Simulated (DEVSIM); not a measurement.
Device: Schottky contact on p-type CdTe, at 300 K.

```csv
layer (left to right),material,thickness (μm),Na (cm⁻³),τn (s),τp (s)
1,CdTe,0.750,5.7e16,4.8e-10,4.8e-10
```

Left contact: Schottky, work function 4.61 eV, emission velocity 4.6e6 cm/s. Right contact: ohmic. Voltage is applied to the left contact. Recombination: SRH at mid-gap, Auger. Mobility is μmin + (μ − μmin)/(1 + (N/Nref)^α).

Constants are typed, rounded textbook-type inputs, not results; the design itself was drawn at random and stands for no fabricated device. Values at 300 K.

```
parameter        CdTe
-------------  ------
gap (eV)          1.5
affinity (eV)    4.28
permittivity     10.2
Nc (cm⁻³)        8e17
Nv (cm⁻³)      1.8e19
μn (cm²/Vs)      1000
μp (cm²/Vs)        80
μn,min            100
μp,min             10
Nref,n           1e17
Nref,p           1e17
αn                0.6
αp                0.6
Cn (cm⁶/s)      1e-30
Cp (cm⁶/s)      1e-30
```

Model (solved in DEVSIM): 1D drift-diffusion, Boltzmann statistics, complete ionisation; no tunnelling, impact ionisation, image-force lowering or self-heating. Metal contacts follow the ideal Schottky-Mott rule: no Fermi-level pinning, no interface dipoles.

Question: Tabulate band edges, carrier densities and field at zero bias.

Answer: Energies count from the Fermi level of the right contact; mesh points crowd at the junctions.

```tsv
x (μm)	Ec (eV)	Ev (eV)	n (cm⁻³)	p (cm⁻³)	field (V/cm)
0.000	0.330	-1.170	2.3e12	< 1e2	140000
0.006614	0.422	-1.078	6.6e10	< 1e2	140000
0.01651	0.550	-0.950	4.5e8	2000	130000
0.02737	0.681	-0.819	3000000	310000	110000
0.04632	0.879	-0.621	1400	6.6e8	95000
0.06485	1.038	-0.462	< 1e2	3.1e11	76000
0.09257	1.210	-0.290	< 1e2	2.4e14	48000
0.1348	1.330	-0.170	< 1e2	2.5e16	12000
0.1761	1.349	-0.151	< 1e2	5.3e16	1200
0.2379	1.351	-0.149	< 1e2	5.7e16	26
0.3056	1.351	-0.149	< 1e2	5.7e16	≈ 0
0.4183	1.351	-0.149	< 1e2	5.7e16	≈ 0
0.4915	1.351	-0.149	< 1e2	5.7e16	≈ 0
0.5581	1.351	-0.149	< 1e2	5.7e16	≈ 0
0.6153	1.351	-0.149	< 1e2	5.7e16	≈ 0
0.6481	1.351	-0.149	< 1e2	5.7e16	≈ 0
0.6780	1.351	-0.149	< 1e2	5.7e16	≈ 0
0.6980	1.351	-0.149	< 1e2	5.7e16	≈ 0
0.7185	1.351	-0.149	< 1e2	5.7e16	≈ 0
0.7302	1.351	-0.149	< 1e2	5.7e16	≈ 0
0.7409	1.351	-0.149	< 1e2	5.7e16	≈ 0
0.7500	1.351	-0.149	< 1e2	5.7e16	≈ 0
```
